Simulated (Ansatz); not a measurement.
**TiB2: uniaxial stress, 2 GPa tension along x**

The parent structure is TiB$_{2}$ (space group P6/mmm, No. 191; a = 3.017 Å, c = 3.185 Å). Axes: x lies along a and z along c of the hexagonal cell.

Modification: uniaxial stress, 2 GPa tension along x; all other stress components relax to zero.

Level of theory: PBEsol in Ansatz (plane waves to 420 eV, PAW, without spin-orbit coupling). Settings: 13×13×10 k-points, 0.05 eV Fermi–Dirac smearing.

Shortest interatomic distance: 1.742 Å (base 1.742 Å)
Energy relative to the base (free energy F): +0.2 meV/atom
Band gap: zero (base zero)
Strain response (xx, yy, zz): (+0.31, −0.02, −0.07) % (rough)

Final structure:

```xyz
3
Lattice="3.0267 0.0000 0.0000 -1.5134 2.6126 0.0000 0.0000 0.0000 3.1828" Properties=species:S:1:pos:R:3 pbc="T T T"
Ti     0.0000     0.0000     0.0000
B      0.0000     1.7414     1.5914
B      1.5134     0.8712     1.5914
```

A case with no gap was solved on a k-mesh chosen for an insulator, which is coarse for it. Without a gap, meshes like the base's 13×13×10 leave anisotropic stresses uncertain by several tenths of a GPa, and small strain energies with them. Stability under load was not tested beyond the relaxation. The final runs are not spin-polarised.

Ansatz is a program for electronic structure.
